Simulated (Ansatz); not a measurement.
The reference is GaN in the wurtzite structure (space group P6_3mc, No. 186).

```yaml
crystal:
  lattice:
    - [3.21837, 0.00000, 0.00000]
    - [-1.60918, 2.78719, 0.00000]
    - [0.00000, 0.00000, 5.24320]
  atoms:
    - { symbol: Ga, position: [0.33333, 0.66667, 0.00014] }
    - { symbol: Ga, position: [0.66667, 0.33333, 0.50014] }
    - { symbol: N, position: [0.33333, 0.66667, 0.37686] }
    - { symbol: N, position: [0.66667, 0.33333, 0.87686] }
```

Cartesian axes are those of the cell as printed.

All numbers come from PBE in Ansatz (plane waves to 420 eV, PAW, no SOC).

Base values:

```
Item        Result
--------  --------
Pressure  0.00 GPa
```

Now apply this change: the cell is compressed by 0.60 % along z with no lateral relaxation, atoms relaxed at fixed cell.

Q: How does this affect the energy relative to the base and pressure?

A: The energy grows by 0.5 meV/atom; the pressure (mean of the normal stresses, compression positive) goes from zero to 1.05 GPa.

The cells carry an imposed strain or load. Stability against distortions was not tested.

Ansatz is a quantum-chemistry and plane-wave program.
